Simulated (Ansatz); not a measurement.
**Hypothetical P6/mmm Rb3As, element substitutions**

The parent structure is Rb3As (space group P6/mmm, No. 191; a = 6.186 Å, c = 6.768 Å; a hypothetical phase, not in the database extracts checked).

Each row replaces one element on all its sites; cell and atoms are relaxed.

All numbers come from PBEsol, PAW, 420 eV (Ansatz, an electronic-structure program; spin-orbit coupling left out).

```tsv
change	c/a ratio	shortest interatomic distance	density
base	1.094	3.384 Å	2.45 g/cm³
Rb → H	1.058	1.815 Å	3.50 g/cm³
As → N	___	2.836 Å	2.92 g/cm³
As → Fe	___	3.331 Å	2.00 g/cm³
```

Q: Some entries are withheld; estimate them.

A: 
- As → N, c/a ratio: 1.014
- As → Fe, c/a ratio: 0.993

Other magnetic orders, which the real material may have, were not ruled out. Whether these cells are dynamically stable was not tested. As relaxed here, AsH3, Rb3N and Rb3Fe are hypothetical phases, not in the database extracts checked. Spin-polarised in the final run: Rb3N and Rb3Fe; the other runs are not.
